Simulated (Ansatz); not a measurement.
Terminations of the (001) surface of zinc-blende InSb, measured from the surface 'β2(2x4): two Sb dimers on top, one in the trench'. Atoms come from or go to: H: ½ H2(g), In: tetragonal indium, Sb: rhombohedral Sb. ΔE is the energy of forming the row's surface from that one (negative: more stable at these reservoirs); the vacuum level's shift is aligned on the shared bottom. No zero-point or thermal terms. These are constructed structures in small cells; real faces may alloy, dewet or reconstruct in larger ones, and not all known structures of the face are among them. Slabs of about 15 Å with all that they carry, Fermi-Dirac smearing of 0.025 eV. Bottom of the slabs: anion dimers, one H a dimer. Relaxed from the named starts with such symmetry as they have, on meshes of like density; energies extrapolated to zero smearing; no spin-orbit coupling, no U. Spin-polarised runs, if any, are marked in brackets, and their order is one that fits the cell; the others ran without spin. A dash marks a value that is undefined for that row (no clear gap, or no work function of a gapped slab) or was not read reliably on its mesh.

All values below come from PBE (plane waves to 420 eV, PAW; Ansatz, a program for electronic structure).

```tsv
surface	atoms added per 1x1	ΔE per 1x1 (eV)	slab gap (eV)	shift of the vacuum level (eV)
(2x4) single In dimer on a full In plane	+0.5 In, -0.5 Sb	0.16	–	-0.70
(2x4) single Sb dimer on a full In plane	+0.25 In, -0.25 Sb	0.09	–	-0.34
β2(2x4): two Sb dimers on top, one in the trench	none	0.00	–	0.00
β(2x4): three Sb dimers	+0.25 In, +0.25 Sb	(withheld)	–	0.16
c(4x4): three mixed In-Sb ad-dimers on a full Sb plane	+0.625 In, +0.875 Sb	-0.22	0.44	-0.29
c(4x4): three Sb ad-dimers on a full Sb plane	+0.25 In, +1.25 Sb	-0.17	0.40	-0.05
(2x4) mixed In-Sb dimer on a full In plane	+0.375 In, -0.375 Sb	0.09	–	-0.50
(2x2) Sb dimers with two H each	+1 H, +0.25 In, +0.5 Sb	0.35	–	-1.10
β2(4x2): two In dimers on top, one in the trench	-0.25 In, -0.75 Sb	0.25	–	-0.35
(2x2) full plane of buckled Sb dimers (like top atoms buckled by 0.9 Å)	+0.25 In, +0.5 Sb	0.05	–	0.03
α(2x4): two Sb dimers and two In-In bonds	+0.25 In	0.05	–	-0.11
β(4x2): three In dimers	-0.5 Sb	0.21	–	-0.62
```

**Question.** Some entries are withheld; supply them.

**Answer.** 
- β(2x4): three Sb dimers, ΔE per 1x1 (eV): -0.02
